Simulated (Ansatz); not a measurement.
System: NiCl2 (R-3m, No. 166). Method: r²SCAN+rVV10 (PAW; Ansatz, a program for electronic structure).

Numerical settings: plane-wave cutoff 500 eV, 14×14×14 k mesh, Fermi–Dirac smearing 0.05 eV, spin-polarised start, scalar-relativistic PAW data made under PBE.

Computed at the level's own relaxed cell.

Problem. Predict the equilibrium volume per atom, lattice constant a, c axis length and band gap.

Solution. 
- equilibrium volume per atom = 19.69 Å³/atom
- lattice constant a = 3.450 Å
- c axis length = 17.198 Å
- band gap = 2.22 eV (on the SCF k mesh)

Measured, for comparison: band gap 4.7 eV (100 K, zero-point motion not removed, photoconductivity gap, single crystal; the page drops the formulas, order Cl, Br, I taken from the sentence be; as tabulated in Ronda et al. (1987), doi:10.1103/physrevb.35.4038). Computed (rounded) less measured: band gap -2.48 eV.

Note: the magnetic order was assumed, not searched for or taken from measurement; a magnet's gap depends somewhat on the PAW data.

The result took around 6 core-minutes (rough).
